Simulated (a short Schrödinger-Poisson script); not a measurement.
Structure: MOS inversion layer, HfO2 on p-type Si(100), at 300 K.

From the gate side: 7.8 nm HfO2; 910 nm Si, acceptors 2.2e17 cm⁻³.

Constants are typed, rounded textbook-type inputs, not results; the design itself was drawn at random and stands for no fabricated device. HfO2: permittivity 22, conduction-band edge (eV) 1.55, gap (eV) 5.7, electron mass (mₑ) 0.2. Si: permittivity 11.7, conduction-band edge (eV) 0, gap (eV) 1.124, Nv at 300 K (cm⁻³) 3.1e19.

Channel valleys (confinement mass, in-plane density-of-states mass, number): Δ2 0.916, 0.19, 2; Δ4 0.19, 0.417, 4. At the gate the conduction-band edge of layer 1 lies 1.9 eV − eVg above the Fermi level of the channel; the field vanishes at the back. Gaps are held at their typed values at every temperature. Mesh 0.03 nm at interfaces.

From a short Schrödinger-Poisson script (our own, NumPy): 1D Poisson equation in equilibrium, electrons quantum, Hartree (BenDaniel-Duke, 12 states a valley, the channel's in-plane mass for all, wave functions ending at the dielectric), parabolic valleys, classical holes, full ionisation, no traps, pinning or gate leakage.

```csv
Vg (V),electrons (cm⁻²),C (μF/cm²),Δ2 E0 (meV from the Fermi level),Δ4 E0 (meV from the Fermi level)
0.3,2.08e9,0.151,214.3,259.0
0.35,1.17e10,0.196,169.1,214.7
0.4,5.86e10,0.392,126.8,173.5
0.45,2.11e11,0.790,92.7,141.2
0.5,4.97e11,1.14,69.1,119.9
0.55,8.80e11,1.36,52.6,106.2
0.6,1.32e12,1.50,40.3,96.8
0.65,1.80e12,1.59,30.5,89.9
0.7,2.30e12,1.65,22.3,84.5
0.75,2.82e12,1.70,15.2,80.1
0.8,3.36e12,1.74,8.8,76.5
0.85,3.91e12,1.78,3.1,73.4
0.9,4.47e12,1.80,-2.3,70.6
0.95,5.03e12,1.82,-7.2,68.2
1,5.60e12,1.84,-11.9,66.0
1.05,6.18e12,1.86,-16.3,64.0
1.1,6.76e12,1.88,-20.6,62.1
1.15,7.35e12,1.89,-24.7,60.4
```

Gate voltages with under 1e9 electrons/cm² are left out.

Problem. At Vg = 1.15 V the lowest Δ2 subband lies at -24.7 meV from the Fermi level. How many electrons does it hold, and what share of all?

Solution. The two-dimensional density of states is g m/(πħ²) = 1.59e11 cm⁻² meV⁻¹ (both spins), kT = 25.9 meV, so n = D kT ln(1 + exp(−E/kT)) = 5.25e12 cm⁻², 0.71 of the 7.35e12 cm⁻² in all.

Problem. Compare the slope of the sheet density between 1.05 and 1.15 V with the geometric capacitance of the layers between gate and channel.

Solution. q Δn/ΔV = 1.87 μF/cm²; ε0/Σ(t/ε) = 2.50 μF/cm². The ratio is 0.75: the channel acts as a further capacitance in series.
